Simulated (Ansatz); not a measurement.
# Short convergence ladders for GaCuGeSe₄ (C2, 7 atoms in the cell)

```
GaCuGeSe4
1.0
   -2.76146     2.76146     5.42151
    2.76146    -2.76146     5.42151
    2.76146     2.76146    -5.42151
Ga Cu Ge Se
1 1 1 4
Direct
  0.50461   0.50461   0.00000
  0.25000   0.75000   0.50000
  0.75000   0.25000   0.50000
  0.11400   0.11832   0.47142
  0.88168   0.35310   0.99568
  0.64690   0.64258   0.52858
  0.35742   0.88600   0.00432
```

Base method: LDA (PW92), default PAW files made with PBE (plane waves; Ansatz, an electronic-structure program).

Base settings: basis.ecutwfc = 420 eV; kpoints.mp_grid.grid = 3 3 3; hamiltonian.xc = lda; hamiltonian.pseudopotentials = {kind: paw} (the program's default PAW files); scf.occupations.method = fixed.

The count of work is k-points × plane waves × bands × iterations; it is no time. Core times come from one kind of shared machine, to one figure; runs under 30 s give none.

**The cutoff for other potential files**

Level: DFT, LDA (PW92), plane waves, harder PAW files (source: ansatz) made with PBE.

In this ladder: hamiltonian.pseudopotentials = {kind: paw, source: ansatz}.

The second cell is the first with its lattice scaled by 0.98.

The mesh stays at the base's, so the ladder's end is converged at best in this setting alone.

The first pressure column holds Ansatz's estimate of the finite-basis (Pulay) stress, which hides part of the cutoff error; the other is without it.

Only quantities that move along the ladder and can be compared are tabulated.

```tsv
basis.ecutwfc	free energy less the last step's (meV/atom)	energy of the compressed cell less the first (meV/atom)	pressure (GPa)	pressure without the Pulay estimate (GPa)	largest difference of a force vector from the last step's (eV/Å)	count of work / last	core time / last (rough)
460 eV	6730.08	-148.89	-4.06	-261.74	0.358	0.11	–
560 eV	1036.12	-7.09	-3.26	-52.60	0.049	0.13	–
715 eV	52.31	-11.97	-3.26	-6.62	0.002	0.21	0.2
865 eV	2.83	-12.16	-3.26	-3.45	0.000	0.25	0.3
1020 eV	0.55	-12.16	-3.26	-3.27	0.000	0.35	0.4
1225 eV	0.24	-12.16	-3.26	-3.27	0.000	0.46	0.5
1530 eV	0.11	-12.16	-3.26	-3.26	0.000	0.65	0.7
2040 eV	0.00	-12.16	-3.26	-3.26	0.000	1.0	1
```

Coarsest basis.ecutwfc that holds the free energy within 0.5 meV/atom of the last step, with all finer ones: 1225 eV; the step before is off by 0.55 meV/atom.

Coarsest basis.ecutwfc that holds the energy of the compressed cell less the first within 0.5 meV/atom of the last step, with all finer ones: 715 eV, at 0.21 of the last step's count of work and about 0.2 of the last step's time; the step before is off by 5.1 meV/atom.

Coarsest basis.ecutwfc that holds the pressure without the Pulay estimate within 0.1 GPa of the last step, with all finer ones: 1020 eV, at 0.35 of the last step's count of work and about 0.4 of the last step's time; the step before is off by 0.19 GPa.

The energy difference between the two cells stays within 1 meV/atom of the last step's from 715 eV on, the total only from 1020 eV on: much of the error is common to both cells and cancels.

At the lowest cutoff the pressure without the Pulay estimate lies 258 GPa under the last step's, the usual sign of Pulay stress in an incomplete plane-wave basis.

**The density cutoff**

The second cell is the first with its lattice scaled by 0.98.

The mesh stays at the base's, so the ladder's end is converged at best in this setting alone.

Only quantities that move along the ladder and can be compared are tabulated.

```csv
basis.ecutrho_ratio,free energy less the last step's (meV/atom),energy of the compressed cell less the first (meV/atom),pressure (GPa),largest difference of a force vector from the last step's (eV/Å)
2,-11.87,-11.29,-2.76,0.014
3,-0.19,-12.31,-3.27,0.000
4,-0.01,-12.30,-3.28,0.000
5,0.00,-12.30,-3.28,0.000
6,0.00,-12.30,-3.28,0.000
8,0.00,-12.30,-3.28,0.000
10,0.00,-12.30,-3.28,0.000
12,0.00,-12.30,-3.28,0.000
16,0.00,-12.30,-3.28,0.000
```

Coarsest basis.ecutrho_ratio that holds the energy of the compressed cell less the first within 0.2 meV/atom of the last step, with all finer ones: 3; the step before is off by 1.0 meV/atom.

Coarsest basis.ecutrho_ratio that holds the forces within 0.01 eV/Å of the last step, with all finer ones: 3; the step before is off by 0.014 eV/Å.

Coarsest basis.ecutrho_ratio that holds the pressure within 0.1 GPa of the last step, with all finer ones: 3; the step before is off by 0.52 GPa.

**The relaxed cell against the cutoff**

On GaCuGeSe4 (I-4, 7 atoms in the cell): atoms on their sites.

In this ladder: relax = cell and atoms.

The mesh stays at the base's, so the ladder's end is converged at best in this setting alone.

Only quantities that move along the ladder and can be compared are tabulated.

```csv
basis.ecutwfc,relaxed volume (Å³/atom),relaxation steps,core time / last (rough)
250 eV,22.317,56,2
295 eV,21.932,18,0.8
355 eV,21.913,8,0.4
420 eV,21.900,6,0.4
505 eV,21.901,6,0.4
630 eV,21.898,6,0.7
840 eV,21.898,6,1
```

Coarsest basis.ecutwfc that holds the relaxed volume within 0.022 Å³/atom of the last step, with all finer ones: 355 eV, at about 0.4 of the last step's time; the step before is off by 0.034 Å³/atom.

At the lowest cutoff the cell relaxes to a volume 1.9 % larger than at the highest. Ansatz relaxes on a stress corrected for the finite basis.

On the base run: the starting cell comes from a database of computed structures (which also holds hypothetical and non-ambient phases and stackings), without a prior relaxation at this level. Its lattice was rescaled by up to half a per cent. One atom was moved a little off its site on purpose.

Left out of this page: 1 run of the series stopped by limits of time or memory.

Keys are those of Ansatz 0.2.
